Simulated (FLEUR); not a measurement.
Band structure of K (Im-3m, 1 atom in the cell).

```yaml
crystal:
  lattice:
    - [-2.64000, 2.64000, 2.64000]
    - [2.64000, -2.64000, 2.64000]
    - [2.64000, 2.64000, -2.64000]
  atoms:
    - { symbol: K, position: [0.00000, 0.00000, 0.00000] }
```

Computed with FLEUR with PBE, all-electron FLAPW (FLEUR), scalar-relativistic valence.

Settings: Kmax = 3.8 1/bohr; GmaxXC = 15.2 1/bohr; xcFunctional = pbe; jspins = 1; l_soc = F; mode = hist; fermiSmearingEnergy = 0.00499791 Htr; mesh (inpgen div1-3) = 9 9 9; inpgen gamma flag = false; Gmax = 15.2 1/bohr; numbands = 0; maxIterBroyd = 99; imix = Anderson; alpha = 0.05.

The starting cell has typed, rounded lattice constants, without a prior relaxation at this level. Values depend on the basis (sphere radii, cutoffs, local orbitals), which need not be converged.

Levels in eV from the Fermi level, bands 1 to 7:
```json
[
 {"point": "Γ", "1": "-32.14", "2": "-15.59", "3": "-15.59", "4": "-15.59", "5": "-2.17", "6": "4.27", "7": "4.27"},
 {"point": "H", "1": "-32.13", "2": "-15.64", "3": "-15.64", "4": "-15.64", "5": "1.66", "6": "1.66", "7": "3.46"},
 {"point": "N", "1": "-32.14", "2": "-15.66", "3": "-15.62", "4": "-15.59", "5": "0.43", "6": "0.67", "7": "3.15"},
 {"point": "P", "1": "-32.14", "2": "-15.63", "3": "-15.63", "4": "-15.63", "5": "1.46", "6": "1.46", "7": "1.46"}
]
```
